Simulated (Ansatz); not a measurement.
A15 Mo₃Si was calculated with rVV10 in Ansatz (plane waves, PAW).

Settings: plane-wave cutoff 520 eV, 12×12×12 k mesh, Fermi–Dirac smearing 0.05 eV, no spin polarisation, scalar-relativistic PAW data made under PBE.

Computed points:

```tsv
V (Å³/atom)	E − E_lowest (meV/atom)	P (GPa)
14.126	45.63	17.13
14.427	19.54	10.80
14.727	4.72	5.11
15.028	0.00	0.01
15.328	4.37	-4.58
15.629	16.89	-8.69
15.929	36.72	-12.39
```

Task: What bulk modulus B0 and pressure derivative B′ does a third-order Birch–Murnaghan fit give?

Result: V0 = 15.028 Å³/atom, B0 = 242 GPa, B′ = 4.4 (fit to the energies at full precision).

Static lattice: no zero-point or thermal effects.

Ansatz is a program for electronic structure.
